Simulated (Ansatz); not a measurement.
Worked example: self-consistent single point of LiNbF6 (R3, 8 atoms in the cell) in Ansatz (a quantum-chemistry and plane-wave program).

Method of the run: LDA (PW92), default PAW files made with PBE (plane waves; Ansatz).

The change in words: lattice scaled by 0.98. Reference geometry:
```yaml
crystal:
  lattice:
    - [2.57010, 1.48385, 4.57979]
    - [-2.57010, 1.48385, 4.57979]
    - [0.00000, -2.96770, 4.57979]
  atoms:
    - { symbol: Li, position: [0.50364, 0.50364, 0.50364] }
    - { symbol: Nb, position: [0.00000, 0.00000, 0.00000] }
    - { symbol: F, position: [0.12815, 0.75325, 0.36355] }
    - { symbol: F, position: [0.87185, 0.24675, 0.63645] }
    - { symbol: F, position: [0.36355, 0.12815, 0.75325] }
    - { symbol: F, position: [0.63645, 0.87185, 0.24675] }
    - { symbol: F, position: [0.75325, 0.36355, 0.12815] }
    - { symbol: F, position: [0.24675, 0.63645, 0.87185] }
```

Reference input (self-consistent single point, DFT, LDA (PW92), plane waves, default PAW files made with PBE): basis.ecutwfc = 420 eV; kpoints.mp_grid.grid = 6 6 6; hamiltonian.xc = lda; hamiltonian.pseudopotentials = {kind: paw} (the program's default PAW files); scf.occupations.method = fixed. This run's input differs from it in these lines:

```diff
@@ -2,5 +2,5 @@
   lattice:
-    - [2.57010200, 1.48384900, 4.57978800]
-    - [-2.57010200, 1.48384900, 4.57978800]
-    - [0.00000000, -2.96769800, 4.57978800]
+    - [2.51870000, 1.45417200, 4.48819200]
+    - [-2.51870000, 1.45417200, 4.48819200]
+    - [0.00000000, -2.90834400, 4.48819200]
   atoms:
```

The program printed (abridged):

```
SCF iter   1: F=—  HF=-9415.233872 eV  |F-HF|=—  |Δ(HF+E_count)|=         —  Δρ=2.19e-2  dr2=3.57e-1  ethr=1.77e-3  ⟨swp⟩=4.9  Hψ=5456  notcnv=0  defer=200
all-band conjugate gradients solve this SCF's bands
preconditioner: auto → Resta (q_TF=auto, 2.497 Å⁻¹)
SCF iter   2: F=—  HF=-9415.148591 eV  |F-HF|=—  |Δ(HF+E_count)|=   8.53e-2  Δρ=7.17e-3  dr2=3.38e-2  ethr=6.15e-4  ⟨swp⟩=2.0  Hψ=2492  notcnv=0  defer=200
   [... lines left out ...]
SCF iter   5: F=—  HF=-9415.139086 eV  |F-HF|=—  |Δ(HF+E_count)|=   1.58e-5  Δρ=2.39e-4  dr2=3.68e-5  ethr=2.20e-7  ⟨swp⟩=2.5  Hψ=2217  notcnv=0  defer=99
SCF iter   6: F=—  HF=-9415.139076 eV  |F-HF|=—  |Δ(HF+E_count)|=   9.77e-6  Δρ=5.79e-5  dr2=2.25e-6  ethr=6.35e-8  ⟨swp⟩=2.0  Hψ=2128  notcnv=0  defer=80
SCF iter   7: F=—  HF=-9415.139076 eV  |F-HF|=—  |Δ(HF+E_count)|=   8.01e-8  Δρ=1.74e-5  dr2=2.04e-7  ethr=3.88e-9  ⟨swp⟩=2.0  Hψ=2064  notcnv=0  defer=80
SCF iter   8: F=-9415.139077 eV  HF=-9415.139077 eV  |F-HF|=1.61e-8  |Δ(HF+E_count)|=   2.10e-7  Δρ=3.63e-6  dr2=1.64e-8  ethr=1.72e-10  ⟨swp⟩=10.9  Hψ=6337  notcnv=0
SCF 1 converged in 8 iterations: F = -9415.139077 eV  dr2 = 1.64e-8
Free energy (F): -9415.139077 eV
Internal energy: -9415.139077 eV  (E = F + TS)
E sigma→0 (E₀):  -9415.139077 eV
Fermi energy:    0.378177 eV
--- Forces (eV/Å), atoms counted from 1 ---
  atom   1  Li    -0.00000000    -0.00000000    -0.14890545
  atom   2  Nb     0.00000000    -0.00000000     0.20503997
  atom   3  F     -0.11773075     0.20242785    -0.15790784
  atom   4  F      0.11423609    -0.16397748     0.13919658
  atom   5  F     -0.11644228    -0.20317174    -0.15790784
  atom   6  F      0.08489061     0.18092010     0.13919658
  atom   7  F      0.23417303     0.00074390    -0.15790784
  atom   8  F     -0.19912671    -0.01694262     0.13919658
--- Stress (GPa, compression-positive) ---
       -2.097430       0.000000      -0.000000
       -0.000000      -2.097430      -0.000000
       -0.000000       0.000000      -2.231736
  P = ⅓ Tr σ = -2.1422 GPa (-21.422 kbar)
  The stress holds the Pulay correction. Without it, at fixed plane waves, as pw.x and ABINIT print it: P = -3.1663 GPa
```

The run converged in 8 iterations. Against the reference run the free energy falls by 27.8 meV/atom, the pressure goes from -9.02 to -2.14 GPa, the largest force goes from 1.228 to 0.282 eV/Å and the gap on the mesh goes from 5.190 to 5.599 eV.

The starting cell comes from a database of computed structures (which also holds hypothetical and non-ambient phases and stackings), without a prior relaxation at this level. Its lattice was rescaled by up to half a per cent. One atom was moved a little off its site on purpose. For this run, on top of that: lattice scaled by 0.98. Ansatz's pressure includes its estimate of the finite-basis (Pulay) stress. Without the estimate this run gives -3.17 GPa.

Keys are those of Ansatz 0.2.
